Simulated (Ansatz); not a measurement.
# CdF2 in the fluorite structure (space group Fm-3m, No. 225)

```cif
data_CdF2
_chemical_formula_sum 'Cd1 F2'
_space_group_name_H-M_alt 'P 1'
_space_group_IT_number 1
_cell_length_a 3.80703
_cell_length_b 3.80703
_cell_length_c 3.80703
_cell_angle_alpha 60.000
_cell_angle_beta 60.000
_cell_angle_gamma 60.000
loop_
_space_group_symop_operation_xyz
  'x, y, z'
loop_
_atom_site_label
_atom_site_type_symbol
_atom_site_fract_x
_atom_site_fract_y
_atom_site_fract_z
_atom_site_occupancy
Cd1 Cd 0.00000 0.00000 0.00000 1
F1 F 0.25000 0.25000 0.25000 1
F2 F 0.75000 0.75000 0.75000 1
```

Level of theory: PBEsol, PAW, 420 eV (Ansatz, an electronic-structure program; no SOC). Settings: 11×11×11 k-points, 0.05 eV Fermi–Dirac smearing.

| Property | Result |
|---|---|
| Volume per atom | 13.01 Å³ |
| Density | 6.40 g/cm³ |
| Band gap | 2.94 eV, indirect, W → Γ |
| Electron mass | 0.37 mₑ |
| Lowest conduction-band minima above the VBM | Γ 2.94 eV |
| Total energy | -3261.954 eV/atom (σ→0; compares only within this code and set-up) |

Masses are band curvatures over ±0.01 Å⁻¹ around the edge. Stability against distortions was not tested.
